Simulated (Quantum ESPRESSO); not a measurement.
Input and output of a self-consistent single point for Hf2Al3Au (P1, 6 atoms in the cell) (Quantum ESPRESSO).

Level of theory: LDA (PZ), GBRV 1.5 ultrasoft (LDA) pseudopotentials (plane waves; Quantum ESPRESSO).

```yaml
crystal:
  lattice:
    - [2.64712, 1.52832, 4.24390]
    - [-2.64712, 1.52832, 4.24390]
    - [0.00000, -3.05663, 4.24390]
  atoms:
    - { symbol: Hf, position: [0.36873, 0.38882, 0.36780] }
    - { symbol: Hf, position: [0.61972, 0.61777, 0.63432] }
    - { symbol: Al, position: [0.46640, 0.01534, 0.00743] }
    - { symbol: Al, position: [0.01212, 0.49087, 0.00192] }
    - { symbol: Al, position: [0.02044, 0.97366, 0.51796] }
    - { symbol: Au, position: [0.01258, 0.01354, 0.97057] }
```

Reference input (self-consistent single point, DFT, PBEsol, plane waves, GBRV 1.5 ultrasoft (PBESOL) pseudopotentials): ecutwfc = 40 Ry; ecutrho = 320 Ry; occupations = smearing; smearing = gauss; degauss = 0.0147 Ry; potentials = {Hf: hf_pbesol_v1.uspp.F.UPF, Al: al_pbesol_v1.uspp.F.UPF, Au: au_pbesol_v1.uspp.F.UPF}; K_POINTS = automatic 4 4 4 0 0 0; conv_thr = 1e-09 Ry. This run's input differs from it in these lines:

```diff
@@ -23,5 +23,5 @@
 ATOMIC_SPECIES
-Hf   178.4900  hf_pbesol_v1.uspp.F.UPF
-Al    26.9815  al_pbesol_v1.uspp.F.UPF
-Au   196.9666  au_pbesol_v1.uspp.F.UPF
+Hf   178.4900  hf_lda_v1.uspp.F.UPF
+Al    26.9815  al_lda_v1.uspp.F.UPF
+Au   196.9666  au_lda_v1.uspp.F.UPF
 ATOMIC_POSITIONS bohr
```

Output, abridged:

```
     Self-consistent Calculation

     iteration #  1     ecut=    40.00 Ry     beta= 0.70

---- Real-time Memory Report at c_bands before calling an iterative solver
           461 MiB given to the printing process from OS
            98 MiB allocation reported by mallinfo(arena+hblkhd)
------------------

     negative rho (up, down):  2.149E-01 0.000E+00

     total energy              =    -440.25224908 Ry
     estimated scf accuracy    <      17.86469166 Ry

     iteration #  2     ecut=    40.00 Ry     beta= 0.70

---- Real-time Memory Report at c_bands before calling an iterative solver
   [... lines left out ...]
           522 MiB given to the printing process from OS
           135 MiB allocation reported by mallinfo(arena+hblkhd)
------------------

     negative rho (up, down):  2.233E-01 0.000E+00

     total energy              =    -452.22659855 Ry
     estimated scf accuracy    <       0.00000004 Ry

     iteration # 13     ecut=    40.00 Ry     beta= 0.70

---- Real-time Memory Report at c_bands before calling an iterative solver
           522 MiB given to the printing process from OS
           135 MiB allocation reported by mallinfo(arena+hblkhd)
------------------

     negative rho (up, down):  2.233E-01 0.000E+00
     End of self-consistent calculation

     the Fermi energy is    12.5079 ev

!    total energy              =    -452.22659856 Ry
     estimated scf accuracy    <          6.5E-10 Ry
     smearing contrib. (-TS)   =      -0.00536472 Ry
     internal energy E=F+TS    =    -452.22123384 Ry

     convergence has been achieved in  13 iterations

     negative rho (up, down):  2.233E-01 0.000E+00

     Forces acting on atoms (cartesian axes, Ry/au):

     atom    1 type  1   force =     0.01736477   -0.00476378    0.00396127
     atom    2 type  1   force =     0.00227214    0.02117143   -0.00056022
     atom    3 type  2   force =     0.07633136    0.03058503    0.02923330
     atom    4 type  2   force =    -0.04485260   -0.01596442    0.00370131
     atom    5 type  2   force =    -0.03481571    0.01725352   -0.03499505
   [... lines left out ...]
     Total force =     0.126584     Total SCF correction =     0.000055
   [... lines left out ...]

     negative rho (up, down):  2.233E-01 0.000E+00
          total   stress  (Ry/bohr**3)                   (kbar)     P=      -30.94
  -0.00017404  -0.00001585   0.00001263          -25.60       -2.33        1.86
  -0.00001585  -0.00025653  -0.00003153           -2.33      -37.74       -4.64
   0.00001263  -0.00003153  -0.00020043            1.86       -4.64      -29.48

   JOB DONE.
```

The run converged in 13 iterations. Against the reference run the pressure goes from 0.54 to -3.09 GPa and the largest force goes from 2.359 to 2.244 eV/Å.

The starting cell comes from a database of computed structures (which also holds hypothetical and non-ambient phases and stackings), without a prior relaxation at this level. Its atoms were displaced at random from the sites of space group no. 166. With a pressure of about -3 GPa the cell is away from its equilibrium volume at this level. Forces in this geometry exceed 1 eV/Å.

Cost on one core of a shared machine: roughly 70 s.
